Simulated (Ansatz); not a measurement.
This Ansatz (a first-principles code) input is the reference run, HfO₂ in the fluorite structure (space group Fm-3m, No. 225), computed with LDA (Ansatz; PAW; 420 eV plane waves; without spin-orbit coupling):

Ansatz 0.2 input:
```yaml
crystal:
  lattice:
    - [0, 2.5005181192, 2.5005181192]
    - [2.5005181192, 0, 2.5005181192]
    - [2.5005181192, 2.5005181192, 0]
  atoms:
    - { symbol: Hf, position: [0, 0, 0] }
    - { symbol: O, position: [0.25, 0.25, 0.25] }
    - { symbol: O, position: [0.75, 0.75, 0.75] }
basis: { ecutwfc: 420, ecutrho_ratio: 4, xc_grid: 2, fft_grid_basis: typed }
kpoints: { mp_grid: { grid: [11, 11, 11] } }
hamiltonian:
  xc: lda
  dispersion: none
  pseudopotentials: { kind: paw }
scf: { occupations: { method: fermi_dirac, width: 0.05 }, convergence: { dr2_threshold: 0.0000000003 } }
output: { forces: true, stress: true }
checkpoint: { write: state.ck, write_every: 1000 }
```

**Question.** Write the input for this change: uniaxial strain ε_zz = +2.50 %, all other strain components held at zero; the atoms relax in the strained cell.

**Answer.** 
Ansatz 0.2 input:
```yaml
crystal:
  lattice:
    - [0, 2.5005181192, 2.5630310722]
    - [2.5005181192, 0, 2.5630310722]
    - [2.5005181192, 2.5005181192, 0]
  atoms:
    - { symbol: Hf, position: [0, 0, 0] }
    - { symbol: O, position: [0.25, 0.25, 0.25] }
    - { symbol: O, position: [0.75, 0.75, 0.75] }
basis: { ecutwfc: 420, ecutrho_ratio: 4, xc_grid: 2, fft_grid_basis: typed }
kpoints: { mp_grid: { grid: [11, 11, 11] } }
hamiltonian:
  xc: lda
  dispersion: none
  pseudopotentials: { kind: paw }
scf: { occupations: { method: fermi_dirac, width: 0.05 }, convergence: { dr2_threshold: 0.0000000003 } }
relax: { f_tol: 0.005, max_steps: 50 }
output: { forces: true, stress: true }
checkpoint: { write: state.ck, write_every: 1000 }
```
This is the input that was run.

Whether these cells are dynamically stable was not tested. This is not the structure that HfO2 has at room temperature and ambient pressure.
